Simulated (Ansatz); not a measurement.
Input:

```xyz
2
Lattice="2.2488 0.0000 0.0000 -1.1244 1.9475 0.0000 0.0000 0.0000 3.5488" Properties=species:S:1:pos:R:3 pbc="T T T"
Be     0.0000     1.2983     2.6616
Be     1.1244     0.6492     0.8872
```

No spin polarisation.

Method: Ansatz (a program for electronic structure), r2SCAN, PAW, cutoff 500 eV, spin-orbit coupling left out. k-mesh 29×29×16 (Γ-centred); smearing 0.1 eV (Fermi–Dirac).

Question: Predict the space group, pressure and band gap.

Answer: Space group: P6_3/mmc (No. 194)
Pressure (mean of the normal stresses, compression positive): 2.2 GPa
Band gap: zero

The cells carry an imposed strain or load. No phonon test of stability was made. The cell was made from Be in the hcp (Mg type) structure (space group P6_3/mmc, No. 194) by this change: isotropic strain −0.57 %.
